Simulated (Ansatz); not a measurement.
Cell and atoms of amorphous In$_{9}$Ga$_{9}$Zn$_{9}$O$_{39}$Al$_{2}$:

```xyz
68
Lattice="9.4750 0.0862 -0.1420 0.0862 9.4846 0.1792 -0.1420 0.1792 9.4739" Properties=species:S:1:pos:R:3 pbc="T T T"
In     2.2761     3.6344     2.3534
In     1.9668     7.2424     9.3346
In     6.4284     1.2335     2.7401
In     3.3583     1.0118     0.9031
In     7.9476     5.0595     3.8544
In     1.6054     0.3719     6.9429
In     3.9350     1.7993     4.9770
In     8.4414     8.0794     7.9471
In     8.6939     8.1729     1.8045
Ga     5.2366     2.8104     8.0335
Ga     6.3506     6.4120     6.1950
Ga     7.1667     3.6577     0.8341
Ga     4.3619     5.0952     0.2731
Ga     8.1157     8.5241     4.8460
Ga     4.6307     8.3743     8.0643
Ga     7.5135     1.7861     6.0007
Ga     9.4444     1.8098     0.1003
Ga     2.6111     7.0449     3.0581
Zn     4.3648     8.0566     5.0218
Zn     0.9282     0.5818     3.3470
Zn     1.0187     6.5254     5.8630
Zn     0.0805     5.2039     1.4106
Zn     3.3885     5.2673     6.3541
Zn     0.8738     3.2761     5.1156
Zn     5.0960     4.3786     3.5416
Zn     8.7817     4.4451     7.3063
Zn     2.1586     3.6162     8.1825
O      1.3011     1.6771     1.6663
O      6.5171     8.8906     1.5228
O      7.5052     1.8123     0.8781
O      4.7392     7.0887     0.1765
O      6.0829     1.5667     4.8327
O      8.6791     9.6715     6.2644
O      8.9838     6.8911     4.5625
O      1.6677     1.4488     4.9742
O      0.9527     2.0425     8.1612
O      8.3751     0.2090     3.2332
O      3.7832     9.4496     6.4250
O      9.5052     6.9066     0.2071
O      2.7340     6.6403     4.8880
O      1.3201     8.3473     2.6343
O      4.9010     5.4736     2.0025
O      0.3171     4.1717     3.1765
O      6.4021     7.9703     5.1303
O      5.7389     4.3389     9.0469
O      8.6622     9.6869     9.4355
O      2.8302     9.1740     9.0170
O      6.1833     5.0042     5.0290
O      4.9311     1.3475     9.1563
O      4.6559     6.8279     6.8363
O      3.8838     3.2306     6.8545
O      8.9256     3.8306    -0.0306
O      1.0390     7.8337     7.3809
O      1.2261     4.6222     6.5272
O      3.2918     3.2451     0.5558
O      6.4454     8.8339     8.1633
O      3.3418     3.7116     4.1484
O      2.1293     5.7728     1.7352
O      4.3079     7.8676     3.0053
O      2.8494     5.5115     8.4555
O      6.8069     3.5367     2.6714
O      8.4606     3.3637     5.6118
O      4.2709     1.3603     2.7765
O      6.9394     2.0906     7.7278
O      7.8225     6.1660     7.2710
O      7.4031     6.4699     2.1859
Al     5.6044     7.2229     1.8361
Al     6.6571     0.6550     9.2212
```

These are PBE, scalar-relativistic without spin-orbit coupling (plane waves to 420 eV, PAW; Ansatz, a program for electronic structure) values and carry that method's errors.

It comes from a melt-quench run on a machine-learned potential (CHGNet), relaxed afterwards by DFT. O atoms were pushed apart under 1.9 Å during the dynamics, to hinder bonds among them. The hot cell started wider than the set density and was brought back towards it in steps. It is the lowest in DFT energy of 2 quenches. It is a model cell: composition and starting density were chosen by hand, and all elements were melted together. No dispersion term was used. Its density started from a set value of 5.71 and ended at 5.71 g/cm³. The simulated quench (nominally 260 K/ps over its main leg) is rapid and tends to freeze in more defects than a deposited or slowly cooled glass has. One small periodic cell is one sample of the glass; other quenches scatter about these values. The volume was held where the preparation left it and the shape relaxed, at a PBE pressure of -0.9 GPa (tension). Stress components on the final sampling reach 1.0 GPa.

Neighbours within In-In 3.12 Å, In-Ga 2.90 Å, In-Zn 2.90 Å, In-O 2.78 Å, In-Al 2.89 Å, Ga-Ga 2.68 Å, Ga-Zn 2.68 Å, Ga-O 2.34 Å, Ga-Al 2.67 Å, Zn-Zn 2.68 Å, Zn-O 2.42 Å, Zn-Al 2.67 Å, O-O 1.58 Å, O-Al 2.24 Å, Al-Al 2.66 Å count as bonded. Two cations that share two anions don't count as bonded, nor two that share one unless they lie closer than In-In 3.04 Å, In-Ga 2.82 Å, In-Zn 2.82 Å, In-Al 2.81 Å, Ga-Ga 2.61 Å, Ga-Zn 2.61 Å, Ga-Al 2.60 Å, Zn-Zn 2.61 Å, Zn-Al 2.60 Å, Al-Al 2.59 Å.

Task: Give the coordination numbers, mean bond lengths and angles.

Result: 
| Quantity | Result |
|---|---|
| Mean coordination of In by anions | 5.78 (2 with 5, 7 with 6) |
| Mean coordination of Ga by anions | 4.33 (6 with 4, 3 with 5) |
| Mean coordination of Zn by anions | 4.33 (6 with 4, 3 with 5) |
| Mean coordination of O | 3.62 (16 with 3, 22 with 4, 1 with 5) |
| Mean coordination of Al by anions | 5.50 (1 with 5, 1 with 6) |
| Mean In-O bond | 2.235 Å (spread 0.110 Å, 52 counted) |
| Mean Ga-O bond | 1.924 Å (spread 0.091 Å, 39 counted) |
| Mean Zn-O bond | 2.061 Å (spread 0.092 Å, 39 counted) |
| Mean O-Al bond | 1.921 Å (spread 0.072 Å, 11 counted) |
| Bond angle at In | mean 103.8°, spread 27.9° |
| Bond angle at Ga | mean 107.7°, spread 18.2° |
| Bond angle at Zn | mean 106.7°, spread 21.5° |
| Bond angle at O | mean 110.9°, spread 17.9° |
| Bond angle at Al | mean 106.4°, spread 30.0° |

Task: List the pairs of like atoms that count as bonded by the rules above.

Result: There are none by these rules.
